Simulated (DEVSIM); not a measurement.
Structure: Cr/SiON/p-GaSb capacitor, at 300 K.

| layer (left to right) | material | thickness (nm) | Na (cm⁻³) |
|---|---|---|---|
| 1 | SiON | 4.70 | - |
| 2 | GaSb | 1700 | 1.2e17 |

Metal gate on the left, work function 4.5 eV. Fixed charge at the semiconductor interface 1.7e10 cm⁻² (in units of +e); interface traps 1.5e10 cm⁻² eV⁻¹, uniform in energy, neutral level at 0.7 of the gap above the valence band.

The device is made up for the run: typed textbook-type constants, with dimensions and the other settings drawn at random. Values at 300 K; Nc and Nv go as T^1.5, mobilities as T to minus their exponent, the gap by Varshni's rule with the affinity fixed.

```
parameter         SiON     GaSb
----------------  ----  -------
gap (eV)             7    0.726
affinity (eV)      1.4     4.06
permittivity       5.5     15.7
Nc (cm⁻³)            -   2.1e17
Nv (cm⁻³)            -   1.8e19
Varshni α (eV/K)     -  0.00042
Varshni β (K)        -      140
```

Model (solved in DEVSIM): 1D Poisson equation in equilibrium, Boltzmann statistics, complete ionisation; no quantum confinement or tunnelling. Metal contacts follow the ideal Schottky-Mott rule: no Fermi-level pinning, no interface dipoles.

The temperature was swept, all else fixed.

```tsv
temperature (K)	flat-band voltage (V)	minimum of the low-frequency capacitance (μF/cm²)
250	-0.21	0.142
300	-0.16	0.152
350	-0.11	0.163
400	-0.06	0.178
450	-0.01	0.197
500	0.04	0.222
```

From the first row to the last the flat-band voltage goes from -0.21 to 0.04. From the first row to the last the minimum of the low-frequency capacitance goes from 0.142 to 0.222.
